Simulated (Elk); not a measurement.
Band structure of LiEuS2 (P4/mmm, 4 atoms in the cell).

```xyz
4
Lattice="3.9982 0.0000 0.0000 0.0000 3.9982 0.0000 0.0000 0.0000 5.4750" Properties=species:S:1:pos:R:3 pbc="T T T"
Li     0.0000     0.0000     0.0000
Eu     1.9991     1.9991     2.7375
S      0.0000     0.0000     2.7375
S      1.9991     1.9991     0.0000
```
Moments meant for the start (each program seeds them in its own way; μB, in the order of the atoms Li Eu S S): 0.0 7.0 0.0 0.0.

Level of theory: PBEsol, all-electron FP-LAPW, Elk's shipped species files, APW+lo basis with extra local orbitals in Elk.

Settings: xctype = 22; spinpol = true; rgkmax = 7.5; stype = 0; swidth = 0.00367493 Ha; ngridk = 7 7 5; reducebf = 0.8; gmaxvr = 16 1/bohr; nxlo = 2; lorbcnd = true; rmtscf = 0.97; lmaxi = 2; nempty = 8 per atom; bfcmt = [[0.0, 0.0, 0.0], [0.0, 0.0, -7.0], [0.0, 0.0, 0.0], [0.0, 0.0, 0.0]].

The starting cell comes from a database of computed structures (which also holds hypothetical and non-ambient phases and stackings), without a prior relaxation at this level. Spin-orbit coupling is off. With one magnetic atom in the cell only a parallel order is possible. With U or open f shells several self-consistent states can exist. The f electrons are in the valence without U or exact exchange, which can misplace them near the Fermi level. Spin-orbit terms, which matter for f shells, are left out. Values depend on the basis (sphere radii, cutoffs, local orbitals), which need not be converged.

Levels in eV from the Fermi level, bands 10 to 17 of the first spin channel:
| point | 10 | 11 | 12 | 13 | 14 | 15 | 16 | 17 |
|---|---|---|---|---|---|---|---|---|
| Γ | -1.13 | -0.29 | -0.29 | -0.20 | 1.76 | 4.10 | 4.11 | 4.17 |
| X | -2.17 | -2.07 | -0.69 | -0.22 | 3.85 | 3.94 | 4.08 | 4.09 |
| M | -1.57 | -0.94 | -0.94 | -0.45 | 2.63 | 2.63 | 4.14 | 4.15 |
| Z | -0.91 | -0.91 | -0.80 | -0.80 | 1.89 | 3.99 | 4.02 | 4.04 |
| R | -2.14 | -2.07 | -0.43 | -0.33 | 3.54 | 3.72 | 3.95 | 3.98 |
| A | -2.13 | -1.59 | -1.52 | -1.52 | 3.90 | 3.94 | 3.99 | 4.15 |

Bands cross the Fermi level along this path, so the cell is metallic at this level.

The net moment of the cell came out as 6.00 μB.
